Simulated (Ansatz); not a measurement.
Take MgS in the rock salt structure (space group Fm-3m, No. 225; a = 5.182 Å) as the base. Axes: x, y, z lie along the cube axes.

The values are results of DFT with PBEsol, PAW potentials and a 420 eV plane-wave cutoff in Ansatz (a first-principles code), no spin-orbit coupling, not measurements.

Before the change:

- Smallest direct gap = 3.69 eV

One thing is altered: compressive biaxial strain of 3.00 % in the plane normal to [001], as in epitaxy on a mismatched substrate; the out-of-plane cell vector and the atoms relax.

**Question.** What happens to the out-of-plane strain and smallest direct gap?

**Answer.** The out-of-plane strain amounts to +1.69 %; the smallest direct gap increases by 0.23 eV (3.69 eV → 3.92 eV).

No phonon test of stability was made.
